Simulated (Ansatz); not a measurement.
Reference: Nb$_{2}$SnC (P6_3/mmc), PBEsol, DFPT electron-phonon coupling, linearised Boltzmann equation (plane waves, PAW, scalar-relativistic; Ansatz, a quantum-chemistry and plane-wave program); geometry: relaxed with this functional, without spin-orbit coupling.

```cif
data_C2Nb4Sn2
_chemical_formula_sum 'Nb4 Sn2 C2'
_space_group_name_H-M_alt 'P 1'
_space_group_IT_number 1
_cell_length_a 3.23281
_cell_length_b 3.23281
_cell_length_c 13.75064
_cell_angle_alpha 90.000
_cell_angle_beta 90.000
_cell_angle_gamma 120.000
loop_
_space_group_symop_operation_xyz
  'x, y, z'
loop_
_atom_site_label
_atom_site_type_symbol
_atom_site_fract_x
_atom_site_fract_y
_atom_site_fract_z
_atom_site_occupancy
Nb1 Nb 0.33333 0.66667 0.08269 1
Nb2 Nb 0.66667 0.33333 0.91731 1
Nb3 Nb 0.66667 0.33333 0.58269 1
Nb4 Nb 0.33333 0.66667 0.41731 1
Sn1 Sn 0.33333 0.66667 0.75000 1
Sn2 Sn 0.66667 0.33333 0.25000 1
C1 C 0.00000 0.00000 0.00000 1
C2 C 0.00000 0.00000 0.50000 1
```

The resistivity at 300 K is 16.8 μΩ·cm. The electron-phonon coupling λ is 0.40 and the logarithmic mean phonon energy comes out as 23 meV.

Task: Replace Sn by S on the same sites and relax. What happens?

Result: Nb2CS (P6_3/mmc): volume per atom 15.6 to 13.4 Å³; resistivity at 300 K rises (16.8 μΩ·cm to 35 μΩ·cm); electron-phonon coupling λ rises (0.40 to 0.64); logarithmic mean phonon energy stays about the same (23 meV to 23 meV).

Task: Swap Sn for As, keeping the structure type. How do these values move?

Result: Nb₂CAs (P6_3/mmc): volume per atom 15.6 to 14.0 Å³; resistivity at 300 K stays about the same (16.8 μΩ·cm to 17.8 μΩ·cm); electron-phonon coupling λ stays about the same (0.40 to 0.43); logarithmic mean phonon energy rises (23 meV to 27 meV).

Task: Replace Sn by In on the same sites and relax. What happens?

Result: Nb$_{2}$InC (P6_3/mmc): volume per atom 15.6 to 15.5 Å³; resistivity at 300 K rises (16.8 μΩ·cm to 22 μΩ·cm); electron-phonon coupling λ falls (0.40 to 0.32); logarithmic mean phonon energy stays about the same (23 meV to 24 meV).

Moves up to 12 % count as about the same. Metals; harmonic phonons alone scatter; means over directions. Halving the electron mesh moves these values by up to 8 %; q meshes are mostly untested. Spin-orbit coupling is left out.

Computed structure with no diffraction record at hand here (it may be known, metastable or hypothetical): Nb2CAs (P6_3/mmc), Nb2CS (P6_3/mmc), Nb2InC (P6_3/mmc), Nb2SnC (P6_3/mmc).
